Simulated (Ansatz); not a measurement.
A computed series for SiC: response to strain

The reference is SiC in the zinc blende structure (space group F-43m, No. 216; a = 4.357 Å). Axes: x, y, z lie along the cube axes.

Strains are applied to the cell and any free atomic positions relax.

Computed with plane-wave PAW DFT at the PBEsol level (Ansatz, a program for electronic structure, 420 eV), scalar-relativistic without spin-orbit coupling.

Candidates:
(a) uniaxial strain ε_zz = +1.00 %
(b) uniaxial strain ε_zz = −2.50 %
(c) uniaxial strain ε_zz = +2.50 %
(d) uniaxial strain ε_zz = +3.00 %

For the base:

```
Quantity   Result
--------  -------
Band gap  1.24 eV
```

Order them by band gap, lowest first.

(b) uniaxial strain ε_zz = −2.50 % (0.96 eV), (d) uniaxial strain ε_zz = +3.00 % (1.11 eV), (c) uniaxial strain ε_zz = +2.50 % (1.14 eV), (a) uniaxial strain ε_zz = +1.00 % (1.20 eV)

Whether these cells are dynamically stable was not tested.
